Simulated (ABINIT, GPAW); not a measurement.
A GPAW input for a self-consistent single point of ZrB2 (P6/mmm, 3 atoms in the cell) (DFT PBE, plane waves, GPAW PAW datasets PBE (gpaw-data 1.0.1)):

```python
from ase import Atoms
from ase.units import GPa
from gpaw import GPAW, PW, FermiDirac

atoms = Atoms(['Zr', 'B', 'B'],
              cell=[[3.104170, 0.000000, 0.000000],
                    [-1.552085, 2.688290, 0.000000],
                    [0.000000, 0.000000, 3.481342]],
              scaled_positions=[[0.000000, 0.000000, 0.000000],
                                [0.333333, 0.666667, 0.500000],
                                [0.666667, 0.333333, 0.500000]],
              pbc=True)

calc = GPAW(mode=PW(900),
            xc='PBE',
            kpts={'size': (16, 16, 12), 'gamma': True},
            occupations=FermiDirac(0.136),
            nbands=-9,
            convergence={'density': 1e-05},
            symmetry={'symmorphic': False, 'tolerance': 0.0005},
            maxiter=120)

atoms.calc = calc

energy = atoms.get_potential_energy()
print('Energy (eV):', round(energy, 6))
forces = atoms.get_forces()
print('Forces (eV/Ang):')
print(forces.round(5))
stress = atoms.get_stress()
print('Stress (GPa, Voigt):', (stress / GPa).round(4))
```

Give the ABINIT input for the same structure, mesh, smearing and functional.

This is the input that was run; spellings and numerical settings could be chosen otherwise.

```
# ZrB2, PseudoDojo nc-sr-05 PBE standard
pp_dirpath "./"
pseudos "Zr.upf, B.upf"
acell 3.1041699552 3.1041699552 3.4813420000 Angstrom
rprim
         1.0000000000    0.0000000034    0.0000000000
        -0.5000000029    0.8660254021    0.0000000000
         0.0000000000    0.0000000000    1.0000000000
natom 3
ntypat 2
znucl 40 5
typat 1 2 2
xred
         0.0000000000    0.0000000000    0.0000000000
         0.3333333333    0.6666666667    0.5000000000
         0.6666666667    0.3333333333    0.5000000000
ecut 76 Ry
ixc 11
occopt 3
tsmear 0.136 eV
nband 14
kptopt 1
ngkpt 16 16 12
nshiftk 1
shiftk 0 0 0
nstep 100
tolvrs 1.0e-11
prtwf 0
prtden 0
prtvol 1
enunit 1
```

Basis, cutoffs, solver keys and any potentials are the target program's own. This input uses DFT, PBE, plane waves, norm-conserving pseudopotentials (PseudoDojo nc-sr-05 PBE standard).

The starting cell comes from a database of computed structures (which also holds hypothetical and non-ambient phases and stackings), without a prior relaxation at this level. For this run, on top of that: lattice scaled by 0.98.
